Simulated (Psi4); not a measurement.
Psi4 1.11, CCSD(T)/cc-pvdz, cc_type df, scf_type df, freeze_core True: cluster of 3 water molecules, 9 atoms. The geometry is a generated start, not checked to be a minimum at this level.

```
Quantity                                                  Value
-------------------------------  ------------------------------
task                                                     energy
basis                                                   cc-pvdz
memory                                                    32 GB
guess                            auto, which took SAD (default)
diis_max_vecs                                      10 (default)
scf_initial_accelerator                         adiis (default)
e_convergence                                   1e-08 (default)
d_convergence                                   1e-08 (default)
basis functions (base settings)                              72
```

Machine A. Machine: one whole node, Intel Xeon 6 (Granite Rapids), 96 cores on 1 socket, 2 hardware threads a core, 3 L3 cache groups, 3 NUMA nodes.

Machine B. Hardware: AMD EPYC (Zen 5), 96 cores on 1 socket, no SMT, 12 L3 cache groups; 94 cores' worth of CPU time may be used.

Each time is the median wall time of two to five repeats, run one at a time on the otherwise empty machine; start-up is included. Processes are pinned to neighbouring cores unless said otherwise. Build: conda-forge: OpenMP (LLVM), MKL, Libint2. Other compilers and libraries give other times. Scratch files lie in a memory file system.

All on 32 threads. Base settings, kept where nothing else is said: method = ccsd(t), cc_type = df, scf_type = df, freeze_core = true, occ_tolerance = not set, molecule_keys = not set, qc_module = not set, pno_convergence = not set. On machine A:

```tsv
run	wall time on A
the base settings	2.3 s
method = fno-ccsd(t), occ_tolerance = 1e-05	2.3 s
freeze_core = false	2.6 s
molecule_keys = symmetry c1	2.3 s
cc_type = conv, scf_type = pk, qc_module = fnocc	5.1 s
qc_module = occ	2.7 s
method = fno-ccsd(t), occ_tolerance = 0.001	1.9 s
method = dlpno-ccsd(t), cc_type = not set, pno_convergence = loose	1.7 s
```

### Question
How long do the same runs take on the second machine?

### Answer
```
run                                                                     A      B  B over A
------------------------------------------------------------------  -----  -----  --------
the base settings                                                   2.3 s  2.4 s       1.0
method = fno-ccsd(t), occ_tolerance = 1e-05                         2.3 s  2.4 s       1.0
freeze_core = false                                                 2.6 s  2.7 s       1.1
molecule_keys = symmetry c1                                         2.3 s  2.4 s       1.0
cc_type = conv, scf_type = pk, qc_module = fnocc                    5.1 s  4.1 s      0.81
qc_module = occ                                                     2.7 s  2.3 s      0.83
method = fno-ccsd(t), occ_tolerance = 0.001                         1.9 s  1.8 s      0.96
method = dlpno-ccsd(t), cc_type = not set, pno_convergence = loose  1.7 s  1.4 s      0.79
```

B takes 0.79 to 1.1 times the time of A. The shortest run is method = dlpno-ccsd(t), cc_type = not set, pno_convergence = loose on both.
